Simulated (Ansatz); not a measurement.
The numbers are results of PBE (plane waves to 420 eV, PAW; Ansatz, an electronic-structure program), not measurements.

Electrostatic potential energy of an electron, averaged over planes parallel to the surface, in eV from the Fermi level, for OH on the 1x1 (111) surface of fcc Rh, one in a 2x2 cell, started at the site 'hollow Rh-Rh-Rh over Rh at depth 2.2 Å':

(z (Å), V (eV)): (5.49, 5.14); (5.78, 5.14); (6.07, 5.14); (6.36, 5.13); (6.64, 5.12); (6.93, 5.10); (7.22, 5.06); (7.51, 4.97); (7.80, 4.77); (8.09, 4.36); (8.38, 3.45); (8.67, 1.46); (8.96, -4.02); (9.24, -14.54); (9.53, -23.53); (9.82, -25.21); (10.11, -18.64); (10.40, -7.99); (10.69, -1.24); (10.98, -1.65); (11.27, -9.17); (11.56, -19.78); (11.84, -25.65); (12.13, -23.37); (12.42, -14.17); (12.71, -4.24); (13.00, -0.78); (13.29, -4.02); (13.58, -13.76); (13.87, -23.08); (14.16, -25.66); (14.44, -20.07); (14.73, -9.57); (15.02, -1.83); (15.31, -1.16); (15.60, -7.45); (15.89, -17.99); (16.18, -24.95); (16.47, -23.91); (16.76, -15.47); (17.04, -5.01); (17.33, 0.55); (17.62, 1.40); (17.91, 1.36); (18.20, 1.57); (18.49, 2.55); (18.78, 4.05); (19.07, 4.49); (19.36, 4.64); (19.64, 4.70); (19.93, 4.72); (20.22, 4.73); (20.51, 4.73); (20.80, 4.73); (21.09, 4.73); (21.38, 4.73); (21.67, 4.73); (21.96, 4.73); (22.24, 4.73); (22.53, 4.73); (22.82, 4.73)

Set-up: 18 atoms, 6.5 Å thick at the start under the adsorbate (thin: gaps and levels are the slab's own); mesh 6x6x1; 0.1 eV smearing; dipole correction on; 8 atoms held, the rest relaxed; no symmetry held; no spin, no spin-orbit, no U, no dispersion correction. At the end it is bonded to 2 Rh. In PBE it is, or lies within 0.03 eV of, the lowest of the starts that converged.

Question: The surface cell has an area of 25.41 Å². What dipole along the normal does the step between the two vacuum levels imply?

Answer: the top vacuum level lies 0.41 eV below the bottom one; p = −ε₀ A ΔV (ε₀ = 0.005526 e/(V·Å)) gives 0.06 e·Å a cell.
